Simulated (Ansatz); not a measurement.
Given:

End structure of the (10-12) surface of hcp Ti in its 1x1 cell, outermost plane spacing 1.14 Å in the ideal cut:

```xyz
14
Lattice="2.9386 0.0000 0.0000 0.0000 6.8952 0.0000 0.0000 0.0000 27.5000" Properties=species:S:1:pos:R:3 pbc="T T T"
Ti     0.0000     4.8116     8.1828
Ti     1.4693     0.0956     9.1764
Ti     1.4693     3.0081     9.8011
Ti     0.0000     5.1565    10.8960
Ti     0.0000     1.0981    11.4247
Ti     1.4693     3.2995    12.6023
Ti     1.4693     6.1106    13.1934
Ti     0.0000     1.4246    14.3066
Ti     0.0000     4.2357    14.8977
Ti     1.4693     6.4371    16.0753
Ti     1.4693     2.3787    16.6040
Ti     0.0000     4.5271    17.6989
Ti     0.0000     0.5445    18.3236
Ti     1.4693     2.7236    19.3172
```

Model: 14-atom slab, 11.4 Å thick at the start, 13x6x1 mesh, Fermi-Dirac 0.1 eV, dipole correction, all atoms relaxed; held to the start's symmetry, so lower structures may exist; no spin, no spin-orbit, no U.

Question: Give the surface energy (mean of both faces) at the level PBE in Ansatz (a first-principles code).

Answer: 2.11 J/m²

Question: Estimate the work function of the top face that PBE returns for this input.

Answer: 3.58 eV
